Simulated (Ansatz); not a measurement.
We consider CaMoO4 (I4₁/a, No. 88), described by r²SCAN in Ansatz (PAW).

Run with plane-wave cutoff 560 eV, 10×10×10 k mesh, Fermi–Dirac smearing 0.01 eV, no spin polarisation, scalar-relativistic PAW data made under PBE.

Cell (relaxed at this level):

```
CaMoO4
1.0
   -2.61314     2.61314     5.69018
    2.61314    -2.61314     5.69018
    2.61314     2.61314    -5.69018
Mo Ca O
2 2 8
Cartesian
  0.00000   0.00000   5.69018
  2.61314   0.00000   2.84509
  0.00000   0.00000   0.00000
  0.00000   2.61314   2.84509
  1.34577   0.78642   1.88022
  0.78642   1.26736   4.72531
  3.88050  -0.78642   1.88022
  1.82671   1.34577  -0.96487
  1.26736  -0.78642   6.65505
  1.82671  -1.26736   3.80996
  1.34577   3.39956   0.96487
  3.39956   1.26736   3.80996
```

Q: Predict the band gap.

A: 
- band gap: 3.81 eV

Spin–orbit coupling is not included.

Computed values are for the static lattice.

Ansatz is a quantum-chemistry and plane-wave program.
